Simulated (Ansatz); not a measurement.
The starting structures come from a database of crystals and need not be the phases stable at ambient conditions.

 Where the default PAW files enter, the runs use the earlier of Ansatz's two default sets.

Input:

```
CELL_PARAMETERS angstrom
      4.87430     0.00000     0.00000
     -2.43715     4.22127     0.00000
      0.00000     0.00000    10.90272
ATOMIC_POSITIONS crystal
  Sr 0.00000 0.00000 0.25000
  Sr 0.00000 0.00000 0.75000
  As 0.66667 0.33333 0.00000
  As 0.33333 0.66667 0.00000
  As 0.33333 0.66667 0.50000
  As 0.66667 0.33333 0.50000
  O  0.38327 0.00000 0.09529
  O  0.61673 0.00000 0.90471
  O  0.38327 0.38327 0.59529
  O  0.61673 0.61673 0.40471
  O  0.00000 0.38327 0.09529
  O  0.00000 0.61673 0.90471
  O  0.61673 0.00000 0.59529
  O  0.38327 0.00000 0.40471
  O  0.61673 0.61673 0.09529
  O  0.38327 0.38327 0.90471
  O  0.00000 0.61673 0.59529
  O  0.00000 0.38327 0.40471
```

Space group of this cell: P6_3/mcm. The cell is taken as given.

Transport runs along the normal of the first two printed cell vectors, the (001) plane of the conventional cell.

The gap is the functional's own, uncorrected, and κ follows it; spin-orbit coupling is left out. Mid-gap values are interpolated between the computed energies.

Task: Compute, with Ansatz (an electronic-structure program) with r2SCAN, the band gap and the smallest decay constant κ at mid-gap.

Result: Gap 4.34 eV on a 12×12×4 mesh; κ = 0.384 1/Å, at the zone centre.
